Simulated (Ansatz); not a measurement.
# La₂O₃ (space group P-3m1, No. 164)

```cif
data_La2O3
_chemical_formula_sum 'La2 O3'
_space_group_name_H-M_alt 'P-3m1'
_space_group_IT_number 164
_space_group_name_Hall '-P 3 2"'
_cell_length_a 3.94027
_cell_length_b 3.94027
_cell_length_c 6.18799
_cell_angle_alpha 90.000
_cell_angle_beta 90.000
_cell_angle_gamma 120.000
loop_
_atom_site_label
_atom_site_type_symbol
_atom_site_symmetry_multiplicity
_atom_site_Wyckoff_symbol
_atom_site_fract_x
_atom_site_fract_y
_atom_site_fract_z
_atom_site_occupancy
La1 La 2 d 0.33333 0.66667 0.24739 1
O1 O 1 a 0.00000 0.00000 0.00000 1
O2 O 2 d 0.66667 0.33333 0.35472 1
```

The values are results of Ansatz (a program for electronic structure), PBE, PAW, cutoff 420 eV, no SOC, not measurements. Γ-centred 10×10×6 mesh, Fermi–Dirac width 0.05 eV.

* **Volume per atom**: 16.64 Å³
* **Density**: 6.50 g/cm³
* **Band gap**: 3.83 eV, indirect, L → M
* **Total energy**: -2842.414 eV/atom (σ→0; compares only within this code and set-up)

Stability against distortions was not tested.
